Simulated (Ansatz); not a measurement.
The starting structures come from a database of crystals and need not be the phases stable at ambient conditions.

```xyz
12
Lattice="5.1678 0.0000 0.0000 0.0000 11.1966 0.0000 2.5839 5.5983 2.5839" Properties=species:S:1:pos:R:3 pbc="T T T"
Cd     5.1678    13.9957     2.5839
Cd     0.0000     0.0000     0.0000
Mo     2.5839     2.7991     0.0000
Mo     0.0000     5.5983     0.0000
O      5.9739     4.6308     1.2570
O      1.3269     1.8316     0.8061
O      1.7778    10.2291     1.3269
O      6.4248     7.4299     1.7778
O      4.3617     9.3649     1.3269
O      3.8409    12.1640     1.7778
O      3.3900     3.7666     1.2570
O      3.9108     6.5658     0.8061
```

The cell is taken as given; by PBEsol it stands under a pressure of -0.7 GPa.

Transport runs along the normal of the first two printed cell vectors, the (100) plane of the conventional cell.

The gap is the functional's own. No spin-orbit coupling. Mid-gap values are those at the computed energy nearest the middle.

Problem. Predict the band gap and the smallest decay constant κ at mid-gap from PBEsol in Ansatz (a quantum-chemistry and plane-wave program).

Solution. Gap 2.36 eV on a 12×12×12 mesh; κ = 0.356 1/Å, at (0.000, 0.250) of the in-plane reciprocal vectors. At the zone centre the slowest state has κ = 0.41 1/Å.
